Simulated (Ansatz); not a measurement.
The parent structure is Nb in the bcc (W type) structure (space group Im-3m, No. 229; a = 3.273 Å; relaxed with 0.1 eV smearing). Axes: x, y, z lie along the cube axes.

Level of theory: PBEsol (Ansatz, a quantum-chemistry and plane-wave program; PAW; 420 eV plane waves; no spin-orbit coupling).

It is then changed as follows: uniaxial strain ε_zz = −2.50 %, all other strain components held at zero; the atoms relax in the strained cell.

**Question.** Predict the stress tensor and what it implies for the stiffness.

**Answer.** Stress of the strained cell less that of the base (GPa, compression positive):
```
    3.8     0.0     0.0
    0.0     3.8     0.0
    0.0     0.0     6.9
```

Then −Δσ_ii/ε with ε = -0.0250 gives secant stiffness values (nonlinear terms included at this strain): C33 ≈ 275 GPa, C13 ≈ 153 GPa and C23 ≈ 153 GPa.

As a check, the harmonic strain energy −½ V₀ Δσ:ε is 9.4 meV/atom; the computed energy rise is 9.2 meV/atom.

Stability against distortions was not tested. The final runs are not spin-polarised.
